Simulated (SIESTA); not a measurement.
Input and output of a self-consistent single point for Y (P6_3/mmc, 2 atoms in the cell) (SIESTA).

Method: GGA PBE, numerical atomic orbitals DZP, PseudoDojo PBE standard norm-conserving potentials (rewritten from UPF to PSML) (SIESTA).

The change in words: lattice scaled by 0.98. Reference geometry:
```xyz
2
Lattice="1.8250 -3.1610 0.0000 1.8250 3.1610 0.0000 0.0000 0.0000 5.7300" Properties=species:S:1:pos:R:3 pbc="T T T"
Y      1.8250     1.0537     1.4325
Y      1.8250    -1.0537     4.2975
```

Reference input (self-consistent single point, DFT, GGA PBE, numerical atomic orbitals DZP, PseudoDojo PBE standard norm-conserving potentials (rewritten from UPF to PSML)): XC.functional = GGA; XC.authors = PBE; potentials = PseudoDojo PBE standard; PAO.BasisSize = DZP; PAO.EnergyShift = 0.01 Ry; MeshCutoff = 400 Ry; kgrid.MonkhorstPack = 10 10 6; OccupationFunction = FD; ElectronicTemperature = 1160.45 K; MaxSCFIterations = 150; SCF.Mixer.Method = Broyden; SCF.Mixer.Weight = 0.1. This run's input differs from it in these lines:

```diff
@@ -11,5 +11,5 @@
 %block LatticeVectors
-     1.825000000   -3.160992720    0.000000000
-     1.825000000    3.160992720    0.000000000
-     0.000000000    0.000000000    5.730000000
+     1.788500000   -3.097773000    0.000000000
+     1.788500000    3.097773000    0.000000000
+     0.000000000    0.000000000    5.615400000
 %endblock LatticeVectors
@@ -17,4 +17,4 @@
 %block AtomicCoordinatesAndAtomicSpecies
-     1.825000000    1.053664261    1.432500000  1
-     1.825000000   -1.053664261    4.297500000  1
+     1.788500000    1.032591021    1.403850000  1
+     1.788500000   -1.032591021    4.211550000  1
 %endblock AtomicCoordinatesAndAtomicSpecies
```

The program printed (abridged):

```
        iscf     Eharris(eV)        E_KS(eV)     FreeEng(eV)     dDmax    Ef(eV) dHmax(eV)
   scf:    1    -2211.203213    -2218.810916    -2218.921309  1.716277 -4.360138  2.450236
   scf:    2    -2218.952753    -2218.882751    -2218.993675  0.025227 -4.402037  2.092438
   scf:    3    -2219.200804    -2219.073129    -2219.187850  0.139107 -4.653736  0.008161
   scf:    4    -2219.073215    -2219.073173    -2219.187893  0.000280 -4.653395  0.008061
   scf:    5    -2219.073374    -2219.073278    -2219.188007  0.001137 -4.652728  0.003720
   [... 11 lines left out ...]
   scf:   17    -2219.073314    -2219.073313    -2219.188029  0.000013 -4.652736  0.000376
   scf:   18    -2219.073315    -2219.073314    -2219.188029  0.000011 -4.652747  0.000342
   scf:   19    -2219.073315    -2219.073315    -2219.188029  0.000010 -4.652757  0.000311
   scf:   20    -2219.073316    -2219.073315    -2219.188029  0.000009 -4.652766  0.000282
SCF Convergence by DM+H criterion
max |DM_out - DM_in|         :     0.0000090846
max |H_out - H_in|      (eV) :     0.0002823711
SCF cycle converged after 20 iterations

Using DM_out to compute the final energy and forces

siesta: E_KS(eV) =            -2219.0733

siesta: E_KS - E_eggbox =     -2219.0733

siesta: Atomic forces (eV/Ang):
     1    0.000000   -0.000001   -0.000000
     2   -0.000000    0.000001   -0.000000
   Tot   -0.000000   -0.000000   -0.000000
   Max    0.000001
   Res    0.000000    sqrt( Sum f_i^2 / 3N )
   Max    0.000001    constrained

Stress tensor Voigt[x,y,z,yz,xz,xy] (kbar):      -12.73      -12.73      -10.21        0.00        0.00       -0.00
(Free)E + p*V (eV/cell)    -2218.7262
Target enthalpy (eV/cell)    -2219.1880

siesta: Program's energy decomposition (eV):
siesta: FreeEng =     -2219.188029

   [... lines left out ...]
siesta: Cell volume =         62.222754 Ang**3
siesta:          11.89103992         11.89105317  kBar
   [... lines left out ...]

             -0.017  -0.013  -0.011
   2 11.000   1.895   0.438   0.213   1.968   1.957   1.968   0.285   0.266
              0.285   0.346   0.349   0.400   0.349   0.346  -0.011  -0.013

             -0.017  -0.013  -0.011

mulliken: Qtot =       22.000

Mulliken Atomic Populations:
Atom #   charge [q] valence [e]  Species
     1     0.000000   11.000000  Y
     2    -0.000000   11.000000  Y
 Total     0.000000
```

The run converged in 20 iterations. Against the reference run the free energy goes down by 1.5 meV/atom and the pressure goes from -1.33 to 1.19 GPa.

The starting cell has typed, rounded lattice constants, without a prior relaxation at this level. For this run, on top of that: lattice scaled by 0.98. Values carry the incompleteness of an atom-centred basis.

Cost on one core of a shared machine: roughly 50 s.
